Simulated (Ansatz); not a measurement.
Cell of MgO(111):OH-slab (9 atoms), with its geometry taken from a PBE+D3(BJ) run:

```
CELL_PARAMETERS angstrom
      3.04260     0.00000     0.00000
     -1.52130     2.63497     0.00000
      0.00000     0.00000    27.27500
ATOMIC_POSITIONS crystal
  H  0.33333 0.66667 0.33689
  O  0.33333 0.66667 0.37214
  Mg 0.66667 0.33333 0.41083
  O  0.00000 0.00000 0.45558
  Mg 0.33333 0.66667 0.50000
  O  0.66667 0.33333 0.54442
  Mg 0.00000 0.00000 0.58917
  O  0.33333 0.66667 0.62786
  H  0.33333 0.66667 0.66311
```

The numbers are results of r2SCAN (plane waves to 500 eV, PAW; Ansatz, an electronic-structure program), not measurements. Spin–orbit coupling is left out. Its k-point mesh 12×12×1, Fermi–Dirac width 0.01 eV.

### Question
Give the plane-averaged electrostatic potential energy of an electron along the normal (the smooth PAW potential), about its mean over the cell, from 5 Å under the lowest atom to 5 Å over the highest.

### Answer
```
z (Å) | V (eV)
    4.228 | ############################## 2.47
    4.500 | ############################## 2.47
    4.909 | ############################## 2.47
    5.182 | ############################## 2.47
    5.455 | ############################## 2.47
    5.864 | ############################## 2.47
    6.137 | ############################## 2.47
    6.410 | ############################## 2.47
    6.819 | ############################## 2.47
    7.091 | ############################## 2.47
    7.364 | ############################## 2.47
    7.773 | ############################## 2.45
    8.046 | ############################## 2.42
    8.319 | ############################## 2.33
    8.728 | ############################# 1.93
    9.001 | ########################## 0.60
    9.274 | ########################## 0.45
    9.683 | ######################## -0.09
    9.955 | ################# -3.21
   10.228 | ############## -4.81
   10.637 | ############# -5.28
   10.910 | ####### -8.20
   11.183 |  -11.16
   11.592 | ########### -6.18
   11.865 | ################## -2.95
   12.137 | ################ -4.02
   12.546 | ############## -4.85
   12.819 | ################# -3.45
   13.092 | ################# -3.49
   13.501 | ## -10.22
   13.774 | ## -10.22
   14.183 | ################# -3.49
   14.456 | ################# -3.45
   14.729 | ############## -4.85
   15.138 | ################ -4.02
   15.410 | ################## -2.95
   15.683 | ########### -6.18
   16.092 |  -11.16
   16.365 | ####### -8.20
   16.638 | ############# -5.28
   17.047 | ############## -4.81
   17.320 | ################# -3.21
   17.592 | ######################## -0.09
   18.002 | ########################## 0.45
   18.274 | ########################## 0.60
   18.547 | ############################# 1.93
   18.956 | ############################## 2.33
   19.229 | ############################## 2.42
   19.502 | ############################## 2.45
   19.911 | ############################## 2.47
   20.183 | ############################## 2.47
   20.456 | ############################## 2.47
   20.865 | ############################## 2.47
   21.138 | ############################## 2.47
   21.411 | ############################## 2.47
   21.820 | ############################## 2.47
   22.093 | ############################## 2.47
   22.366 | ############################## 2.47
   22.775 | ############################## 2.47
   23.047 | ############################## 2.47
```
